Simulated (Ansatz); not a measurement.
**Hypothetical CsCl type AuCl, pressure series**

Base system: AuCl in the CsCl type structure (space group Pm-3m, No. 221; a = 3.422 Å; a hypothetical phase, not in the database extracts checked).

Cell and atoms are relaxed at each pressure.

The values are results of plane-wave PAW DFT at the PBE level (Ansatz, a program for electronic structure, 420 eV), without spin-orbit coupling, not measurements.

Notes on the quantities. enthalpy: H = E + PV relative to the base's energy.

```csv
variant,lattice parameter a,enthalpy
base,3.422 Å,–
pressure −2 GPa,3.465 Å,-0.25 eV/atom
pressure −1 GPa,3.443 Å,-0.13 eV/atom
pressure 3 GPa,3.372 Å,+0.37 eV/atom
pressure 7 GPa,3.320 Å,+0.83 eV/atom
pressure 15 GPa,3.243 Å,+1.71 eV/atom
pressure 30 GPa,3.146 Å,+3.23 eV/atom
pressure 50 GPa,3.059 Å,+5.09 eV/atom
pressure 75 GPa,2.983 Å,+7.24 eV/atom
pressure 100 GPa,2.925 Å,+9.25 eV/atom
```

Load acts through the strain it causes; cell and atoms are relaxed under it. No phonon test of stability was made. No other phases were tried under pressure. No Hubbard U is applied, and correlation can decide whether such a compound is a metal. The final runs are not spin-polarised.
